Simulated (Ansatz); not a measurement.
**Several settings converged on CsCaH3 (P4mm, 5 atoms in the cell)**

```xyz
5
Lattice="4.5981 0.0000 0.0000 0.0000 4.5981 0.0000 0.0000 0.0000 4.5981" Properties=species:S:1:pos:R:3 pbc="T T T"
Cs     0.0000     0.0000     0.0500
Ca     2.2990     2.2990     2.2990
H      2.2990     0.0000     2.2990
H      0.0000     2.2990     2.2990
H      2.2990     2.2990     0.0000
```

Base method: LDA (PW92), default PAW files made with PBE (plane waves; Ansatz, an electronic-structure program).

Base settings: basis.ecutwfc = 420 eV; kpoints.mp_grid.grid = 6 6 6; hamiltonian.xc = lda; hamiltonian.pseudopotentials = {kind: paw} (the program's default PAW files); scf.occupations.method = fixed.

The count of work is k-points × plane waves × bands × iterations; it is no time. 

**The cutoff for other potential files**

Level: DFT, LDA (PW92), plane waves, harder PAW files (source: ansatz) made with PBE.

In this ladder: hamiltonian.pseudopotentials = {kind: paw, source: ansatz}.

The second cell is the first with its lattice scaled by 0.98.

The mesh stays at the base's, so the ladder's end is converged at best in this setting alone.

Only quantities that move along the ladder and can be compared are tabulated.

| basis.ecutwfc | free energy less the last step's (meV/atom) | energy of the compressed cell less the first (meV/atom) | pressure without the Pulay estimate (GPa) | count of work / last |
|---|---|---|---|---|
| 360 eV | 48.89 | -10.24 | -4.21 | 0.11 |
| 440 eV | 10.50 | -9.67 | -2.41 | 0.14 |
| 560 eV | 2.36 | -9.97 | -2.14 | 0.24 |
| 680 eV | 0.72 | -9.98 | -2.08 | 0.28 |
| 800 eV | 0.37 | -9.98 | -2.06 | 0.40 |
| 960 eV | 0.24 | -9.98 | -2.06 | 0.47 |
| 1200 eV | 0.08 | -9.98 | -2.06 | 0.65 |
| 1600 eV | 0.00 | -9.98 | -2.06 | 1.0 |

Coarsest basis.ecutwfc that holds the energy of the compressed cell less the first within 0.2 meV/atom of the last step, with all finer ones: 560 eV, at 0.24 of the last step's count of work; the step before is off by 0.31 meV/atom.

Coarsest basis.ecutwfc that holds the free energy within 2 meV/atom of the last step, with all finer ones: 680 eV, at 0.28 of the last step's count of work; the step before is off by 2.4 meV/atom.

Coarsest basis.ecutwfc that holds the pressure without the Pulay estimate within 1 GPa of the last step, with all finer ones: 440 eV, at 0.14 of the last step's count of work; the step before is off by 2.1 GPa.

The energy difference between the two cells stays within 1 meV/atom of the last step's from 360 eV on, the total only from 680 eV on: much of the error is common to both cells and cancels.

At the lowest cutoff the pressure without the Pulay estimate lies 2.1 GPa under the last step's, the usual sign of Pulay stress in an incomplete plane-wave basis.

**The relaxed cell against the cutoff**

On CsCaH3 (Pm-3m, 5 atoms in the cell): atoms on their sites.

In this ladder: relax = cell and atoms.

The mesh stays at the base's, so the ladder's end is converged at best in this setting alone.

Only quantities that move along the ladder and can be compared are tabulated.

| basis.ecutwfc | relaxed volume (Å³/atom) | relaxation steps |
|---|---|---|
| 210 eV | 18.226 | 14 |
| 250 eV | 18.033 | 9 |
| 295 eV | 17.894 | 6 |
| 355 eV | 17.851 | 6 |
| 420 eV | 17.848 | 4 |
| 505 eV | 17.835 | 4 |
| 630 eV | 17.832 | 4 |
| 840 eV | 17.832 | 4 |

Coarsest basis.ecutwfc that holds the relaxed volume within 0.036 Å³/atom of the last step, with all finer ones: 355 eV; the step before is off by 0.062 Å³/atom.

At the lowest cutoff the cell relaxes to a volume 2.2 % larger than at the highest. Ansatz relaxes on a stress corrected for the finite basis.

On the base run: the starting cell comes from a database of computed structures (which also holds hypothetical and non-ambient phases and stackings), without a prior relaxation at this level. Its lattice was rescaled by up to half a per cent. One atom was moved a little off its site on purpose.

Keys are those of Ansatz 0.2.
